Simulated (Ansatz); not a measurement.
**A computed series for hypothetical P6_3/mmc PbS: response to strain**

The reference is PbS (space group P6_3/mmc, No. 194; a = 4.951 Å, c = 5.916 Å; a hypothetical phase, not in the database extracts checked). Axes: x lies along a and z along c of the hexagonal cell.

Strains are applied to the cell and any free atomic positions relax.

Computed with PBEsol, PAW, 420 eV (Ansatz, a first-principles code; without spin-orbit coupling).

Base values:

* **Band gap**: 1.29 eV

Problem. The aim is a band gap between 0.84 eV and 0.91 eV. Which of these changes reaches it?
A. isotropic strain −5.19 %
B. strain tensor (xx, yy, zz, yz, xz, xy) = (+1.56, +0.31, −1.40, −0.64, −0.45, −0.54) %
C. uniaxial strain ε_zz = −2.58 %
D. tensor shear ε_yz = +1.78 %

Solution. A, isotropic strain −5.19 %. It gives 0.87 eV; strain tensor (xx, yy, zz, yz, xz, xy) = (+1.56, +0.31, −1.40, −0.64, −0.45, −0.54) % gives 1.34 eV; uniaxial strain ε_zz = −2.58 % gives 1.27 eV; tensor shear ε_yz = +1.78 % gives 1.08 eV. Changes not listed may reach it too

With Pb present, leaving out spin-orbit coupling can change the band edges. Whether these cells are dynamically stable was not tested. The base started in P6_3mc and relaxed to P6_3/mmc at this level.
